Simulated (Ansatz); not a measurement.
The reference is CdS in the zinc blende structure (space group F-43m, No. 216; a = 5.757 Å). Axes: x, y, z lie along the cube axes.

Level of theory: plane-wave PAW DFT at the LDA level (Ansatz, a program for electronic structure, 420 eV), no spin-orbit coupling.

Strains are applied to the cell and any free atomic positions relax.

One change was made to it. Results:

The band gap shrinks by 0.08 eV, from 0.95 eV to 0.87 eV; the energy rises by 3.7 meV/atom.

Question: Which change produced these results?
(A) uniaxial strain ε_zz = +1.00 %
(B) uniaxial strain ε_zz = +2.50 %
(C) uniaxial strain ε_zz = +2.00 %

Answer: B, uniaxial strain ε_zz = +2.50 %. For comparison, the energy relative to the base in the other runs: uniaxial strain ε_zz = +1.00 % gives +0.6 meV/atom; uniaxial strain ε_zz = +2.00 % gives +2.4 meV/atom.

No phonon test of stability was made.
